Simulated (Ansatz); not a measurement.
This Ansatz (a program for electronic structure) input is the reference run, FeS₂ (space group Pnnm, No. 58; non-magnetic), computed with Ansatz PBEsol, no spin-orbit coupling, earlier PAW set:

Ansatz 0.2 input:
```yaml
crystal:
  lattice:
    - [4.3674645385, 0, 0]
    - [0, 5.3331514455, 0]
    - [0, 0, 3.3444836143]
  atoms:
    - { symbol: Fe, position: [0.5, 0.5, 0.5] }
    - { symbol: Fe, position: [0, 0, 0] }
    - { symbol: S, position: [0.7071841838, 0.874400404, 0.5] }
    - { symbol: S, position: [0.2071841838, 0.625599596, 0] }
    - { symbol: S, position: [0.7928158162, 0.374400404, 0] }
    - { symbol: S, position: [0.2928158162, 0.125599596, 0.5] }
basis: { ecutwfc: 420, ecutrho_ratio: 4, xc_grid: 2, fft_grid_basis: typed }
kpoints: { mp_grid: { grid: [8, 6, 10] } }
hamiltonian:
  xc: pbesol
  dispersion: none
  pseudopotentials: { azcp: { folder: ./paw }, kind: paw }
scf: { occupations: { method: fermi_dirac, width: 0.05 }, convergence: { dr2_threshold: 0.0000000006 } }
output: { forces: true, stress: true }
checkpoint: { write: state.ck, write_every: 1000 }
```

**Question.** Write the input for this change: compressive biaxial strain of 1.07 % in the plane normal to [001], as in epitaxy on a mismatched substrate; the out-of-plane cell vector and the atoms relax.

**Answer.** 
Ansatz 0.2 input:
```yaml
crystal:
  lattice:
    - [4.3207326679, 0, 0]
    - [0, 5.276086725, 0]
    - [0, 0, 3.3623766016]
  atoms:
    - { symbol: Fe, position: [0.5, 0.5, 0.5] }
    - { symbol: Fe, position: [0, 0, 0] }
    - { symbol: S, position: [0.7071841838, 0.874400404, 0.5] }
    - { symbol: S, position: [0.2071841838, 0.625599596, 0] }
    - { symbol: S, position: [0.7928158162, 0.374400404, 0] }
    - { symbol: S, position: [0.2928158162, 0.125599596, 0.5] }
basis: { ecutwfc: 420, ecutrho_ratio: 4, xc_grid: 2, fft_grid_basis: typed }
kpoints: { mp_grid: { grid: [8, 6, 10] } }
hamiltonian:
  xc: pbesol
  dispersion: none
  pseudopotentials: { azcp: { folder: ./paw }, kind: paw }
scf: { occupations: { method: fermi_dirac, width: 0.05 } }
relax: { f_tol: 0.005, max_steps: 50, cell: { stress_tol: 0.01, fix: [a, b, gamma] } }
output: { forces: true, stress: true }
checkpoint: { write: state.ck, write_every: 1000 }
```
This is the input that was run; other choices of cell and start would serve too.

No phonon test of stability was made. Starting moments died away, wholly or in part, for the base; another magnetic solution may exist. All final runs are without spin polarisation.
